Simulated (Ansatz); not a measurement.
Where the default PAW files enter, the runs use the earlier of Ansatz's two default sets.

Crystal: SiO₂ (P4_2/mnm, rutile, 6 atoms a cell, 8.0 Å³ an atom, -10 GPa at this level); both levels run on this one cell.

Complex bands along the normal of (100) by Ansatz (plane waves, PAW, no spin-orbit coupling). r2SCAN gives a gap of 5.97 eV and a slowest mid-gap decay of 0.413 1/Å.

**Question.** What does PBE give on the same cell, and what does that do to the current through 2 nm?

**Answer.** Gap 5.04 eV, κ = 0.383 1/Å. The mid-gap transmission through 2 nm changes by exp(2 × 20 × (0.413 − 0.383)) = a factor of 3.3 against r2SCAN.

Ansatz is a quantum-chemistry and plane-wave program.
